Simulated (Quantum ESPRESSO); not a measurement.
Variants of one calculation on In (I4/mmm, 1 atom in the cell)

```
CELL_PARAMETERS angstrom
      1.62973    -1.62973     2.49290
      1.62973     1.62973     2.49290
     -1.62973    -1.62973     2.49290
ATOMIC_POSITIONS crystal
  In 0.00000 0.00000 0.00000
```

Base run A: PBE, GBRV 1.5 ultrasoft (PBE) pseudopotentials run with Quantum ESPRESSO, self-consistent single point.

Its settings: ecutwfc = 40 Ry; ecutrho = 200 Ry; occupations = smearing; smearing = fd; degauss = 0.0099958 Ry; potentials = {In: in_pbe_v1.4.uspp.F.UPF}; K_POINTS = automatic 19 19 19 0 0 0; conv_thr = 1e-11 Ry.

The starting cell comes from a database of computed structures (which also holds hypothetical and non-ambient phases and stackings), without a prior relaxation at this level.

ΔF is the free energy per atom less that of run A. A dash stands where there is no value to compare (another energy zero or no entropy term, no result, no spin, no clean gap, or a mesh too coarse for one). Total energies depend on the potentials, the functional and any Hubbard or dispersion term, so they are compared only between runs that share all of them.

Runs:
- B: 2 x 2 x 1 supercell, mesh divided and rounded up; K_POINTS: automatic 19 19 19 0 0 0 → automatic 10 10 19 0 0 0
- C: ecutrho: 200 Ry → 480 Ry
- D: smearing: fd → cold; degauss: 0.0099958 Ry → 0.0036749 Ry
- E: ecutwfc: 40 Ry → 70 Ry; ecutrho: 200 Ry → default; pseudopotentials: {In: in_pbe_v1.4.uspp.F.UPF} → {In: In.upf}
- F: input_dft: default → blyp [BLYP]
- G: nbnd: default → 15
- H: vdw_corr: default → grimme-d2 [PBE-D2]
- I: ecutwfc: 40 Ry → 46 Ry; ecutrho: 200 Ry → 230 Ry
- J: tqr: default → true
- K: conv_thr: 1e-11 Ry → 1e-07 Ry
- L: mixing_ndim: default → 6

```csv
run,ΔF (meV/atom),pressure (GPa),k-points,valence electrons
A,0.00,0.41,550,13
B,-0.07,0.41,526,52
C,0.25,0.41,550,13
D,13.7,0.36,550,13
E,–,1.37,550,13
F,–,4.51,550,13
G,0.00,0.41,550,13
H,–,1.88,550,13
I,-40.9,0.73,550,13
J,-0.42,-1.75,550,13
K,0.00,0.23,550,13
L,0.00,0.41,550,13
```

Run J against A: The free energy is nearly the same (within 1 meV/atom) and the pressure goes from 0.41 to -1.75 GPa.

Run D against A: The free energy goes up by 13.7 meV/atom and the pressure moves little (0.41 to 0.36 GPa).
